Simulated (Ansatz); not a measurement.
```
CELL_PARAMETERS angstrom
      0.00000     2.82841     2.75770
      2.82841     0.00000     2.75770
      2.82841     2.82841     0.00000
ATOMIC_POSITIONS crystal
  Be 0.00000 0.00000 0.00000
  Te 0.25000 0.25000 0.25000
```

No spin polarisation.

The values are results of Ansatz (a program for electronic structure) r2SCAN, spin-orbit coupling left out, not measurements. k-mesh 10×10×10 (Γ-centred); smearing 0.05 eV (Fermi–Dirac).

Question: Predict the valence-band top at Γ, band gap and hole mass.

Answer: The valence-band top at Γ (three highest levels, from the VBM) comes out as 0.00, -0.14, -0.14 eV and the band gap is 2.10 eV. The hole mass is 0.21 mₑ along z, 0.32 mₑ across (at Γ).

With Te present, leaving out spin-orbit coupling can change the band edges. The cells carry an imposed strain or load. Masses are band curvatures over ±0.01 Å⁻¹ around the edge. No phonon test of stability was made. The cell was made from BeTe in the zinc blende structure (space group F-43m, No. 216) by this change: uniaxial strain ε_zz = −2.50 %.
